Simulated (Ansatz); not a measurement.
## Ni on a Ru site (surface) in a 3x3 cell of the 1x1 (0001) surface of hcp Ru

Computed with PBE (plane waves to 420 eV, PAW; Ansatz, a program for electronic structure).

Set-up: 36 atoms, 6.3 Å thick at the start (thin: gaps and levels are the slab's own); mesh 4x4x1; 0.1 eV smearing; dipole correction on; 9 atoms held, the rest relaxed; start symmetry kept, larger cells not searched; spin-polarised, no spin-orbit, no U. The starting moment vanished.

```yaml
formation energy against fcc Ni, ferromagnetic, hcp Ru: -102 meV
work_function_of_the_top_face: 4.97 eV
change_of_the_work_function: -0.030 eV
change_of_the_step_from_the_bottom_to_the_top_vacuum_level_against_the_clean_slab: -0.032 eV
energy_released_by_relaxation: 0.018 eV
magnetic_moment_of_the_cell: 0.00 μB
largest_move_of_a_host_atom: 0.02 Å
```
